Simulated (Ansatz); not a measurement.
# What isotropic strain +2.00 % does to Mo

Base system: Mo in the bcc (W type) structure (space group Im-3m, No. 229; a = 3.130 Å; relaxed with 0.1 eV smearing).

Perturbation: an isotropic linear strain of +2.00 %; the atoms relax in the strained cell.

Calculations: Kohn–Sham DFT with the PBEsol functional, run in Ansatz (a quantum-chemistry and plane-wave program) with PAW and 420 eV plane waves, spin-orbit coupling left out. k-mesh 29×29×29 (Γ-centred); smearing 0.1 eV (Fermi–Dirac).

The volume per atom grows by 0.94 Å³ (15.33 Å³ → 16.27 Å³) and the space group is still Im-3m (No. 229). The energy increases by 45 meV/atom and the pressure goes from zero to -14.7 GPa. The band gap is still zero.

Final structure:

```
Mo
1.0
   -1.59628     1.59628     1.59628
    1.59628    -1.59628     1.59628
    1.59628     1.59628    -1.59628
Mo
1
Cartesian
  0.00000   0.00000   0.00000
```

No phonon test of stability was made. All final runs are without spin polarisation.
